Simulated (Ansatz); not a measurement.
For Zn8Cu5 (I-43m, No. 217), LDA in Ansatz (PAW) gives:

- equilibrium lattice constant a = 8.584 Å
- enthalpy of formation = -0.125 eV/atom

### Question
What does PBEsol (Ansatz, a first-principles code, PAW) give for the same quantities?

### Answer

- lattice constant a: 8.701 Å (goes up by 1.4 %)
- formation enthalpy: -0.120 eV/atom (moves by +0.005 eV/atom)

Changes are worked out from the printed values.

Unless a cell is named, each level is at its own relaxed cell.

Ansatz's density-functional and Hartree–Fock values are scalar-relativistic unless marked +SOC, with PAW data made under PBE.
